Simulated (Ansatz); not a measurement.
```xyz
2
Lattice="0.0389 2.7237 2.7237 2.7237 0.0389 2.7237 2.7627 2.7627 0.0000" Properties=species:S:1:pos:R:3 pbc="T T T"
Ag     0.0000     0.0000     0.0000
Cl     2.7627     2.7627     2.7237
```

No spin polarisation.

Calculations: PBEsol (Ansatz, a quantum-chemistry and plane-wave program), spin-orbit coupling left out. Settings: 10×10×10 k-points, 0.05 eV Fermi–Dirac smearing.

Predict the space group and smallest direct gap.

Space group: Immm (No. 71)
Smallest direct gap: 3.03 eV

The cells carry an imposed strain or load. Stability against distortions was not tested. The cell was made from AgCl in the rock salt structure (space group Fm-3m, No. 225) by this change: tensor shear ε_xy = +1.43 %.
